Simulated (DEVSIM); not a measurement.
Device: abrupt Si p-n junction, at 250 K.

| layer (left to right) | material | thickness (μm) | Nd (cm⁻³) | Na (cm⁻³) | τn (s) | τp (s) |
|---|---|---|---|---|---|---|
| 1 | Si | 0.470 | - | 3.4e18 | 1.9e-6 | 1.9e-6 |
| 2 | Si | 180 | 2e14 | - | 1.9e-6 | 1.9e-6 |

Left contact: ohmic. Right contact: ohmic. Voltage is applied to the left contact. Recombination: SRH at mid-gap, radiative, Auger. Mobility is constant in doping.

This is a model device: material constants are rounded textbook-type values typed into the input, and sizes, dopings and lifetimes were drawn at random. Values at 300 K; Nc and Nv go as T^1.5, mobilities as T to minus their exponent, the gap by Varshni's rule with the affinity fixed.

| parameter | Si |
|---|---|
| gap (eV) | 1.124 |
| affinity (eV) | 4.05 |
| permittivity | 11.7 |
| Nc (cm⁻³) | 2.86e19 |
| Nv (cm⁻³) | 3.1e19 |
| μn (cm²/Vs) | 1417 |
| μp (cm²/Vs) | 470 |
| T exponent of μn | 2.3 |
| T exponent of μp | 2.2 |
| B (cm³/s) | 4.7e-15 |
| Cn (cm⁶/s) | 2.8e-31 |
| Cp (cm⁶/s) | 9.9e-32 |
| Varshni α (eV/K) | 0.000473 |
| Varshni β (K) | 636 |

Model (solved in DEVSIM): 1D drift-diffusion, Boltzmann statistics, complete ionisation; no tunnelling, impact ionisation, image-force lowering or self-heating.

The temperature was swept, all else fixed.

| temperature (K) | largest field in the device at zero bias (V/cm) | dark forward voltage at 1 A/cm² (V) | potential step across the device at zero bias (V) |
|---|---|---|---|
| 250 | 92000 | 0.776 | 0.845 |
| 300 | 100000 | 0.700 | 0.760 |
| 350 | 110000 | 0.630 | 0.672 |
| 400 | 120000 | 0.565 | 0.581 |
| 450 | 120000 | 0.499 | 0.490 |
| 500 | 130000 | 0.387 | 0.422 |

From the first row to the last the largest field in the device at zero bias goes from 92000 to 130000. From the first row to the last the dark forward voltage at 1 A/cm² goes from 0.776 to 0.387.
